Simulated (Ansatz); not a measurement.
**hypothetical P4/nmm Cr2C with two functionals**

The reference is Cr$_{2}$C (space group P4/nmm, No. 129; a = 3.124 Å, c = 5.657 Å; ferromagnetic; a hypothetical phase, not in the database extracts checked).

(Cell as relaxed with PBE.)

Levels (all Ansatz, a quantum-chemistry and plane-wave program, PAW): PBE (420 eV, no SOC); PBEsol (420 eV, scalar-relativistic without spin-orbit coupling).

Each level relaxes its own structure.

```tsv
quantity	PBE	PBEsol
volume per atom	9.20 Å³	?
lattice parameter a	3.124 Å	?
lattice parameter c	5.657 Å	?
band gap	zero	?
magnetic state	ferromagnetic	?
largest site moment	0.52 μB	?
```

Q: Given the PBE results, estimate those of PBEsol.

A: 
- volume per atom, PBEsol: 8.88 Å³
- lattice parameter a, PBEsol: 3.078 Å
- lattice parameter c, PBEsol: 5.623 Å
- band gap, PBEsol: zero
- magnetic state, PBEsol: non-magnetic
- largest site moment, PBEsol: 0.00 μB

PBE's volume per atom lies 0.32 Å³ above PBEsol's (3.6 %); PBE's lattice parameter a lies 0.046 Å above PBEsol's (1.5 %); PBE's lattice parameter c lies 0.0346 Å above PBEsol's (0.6 %); they disagree on the magnetic state; PBE's largest site moment lies 0.52 μB above PBEsol's; the two agree on the band gap. Neither level is exact; PBEsol is the comparison here, not a measurement.

The magnetic state is the one reached from the starting moments; the real material's order can differ, and small cells can't hold many antiferromagnetic ones. Whether these cells are dynamically stable was not tested. Seeded moments were not kept for the base. Spin-polarised in the final run: PBE base; the other runs are not.
